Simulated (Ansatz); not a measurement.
**Fe3Ge (Pm-3m, No. 221, 4 atoms in the cell; start mp-20344)**

Computed with PBEsol (plane waves, PAW; Ansatz, an electronic-structure program).

Settings: plane-wave cutoff 500 eV, 12×12×12 k mesh, Fermi–Dirac smearing 0.05 eV, spin-polarised start, scalar-relativistic PAW data made under PBE.

Cell (relaxed at this level):

```
CELL_PARAMETERS angstrom
      3.58262     0.00000     0.00000
      0.00000     3.58262     0.00000
      0.00000     0.00000     3.58262
ATOMIC_POSITIONS crystal
  Fe 0.00000 0.50000 0.50000
  Fe 0.50000 0.00000 0.50000
  Fe 0.50000 0.50000 0.00000
  Ge 0.00000 0.00000 0.00000
```

- band gap: none

Note: the magnetic order was assumed, not searched for or taken from measurement; a magnet's gap depends somewhat on the PAW data; the relaxation could not lower the start's symmetry, so the cell can be a saddle point above a distorted one.

Spin–orbit coupling is not included.

Static lattice: no zero-point or thermal effects.

Computing time: roughly 90 core-seconds.

A start named mp-… is a Materials Project structure, which need not be a measured phase.
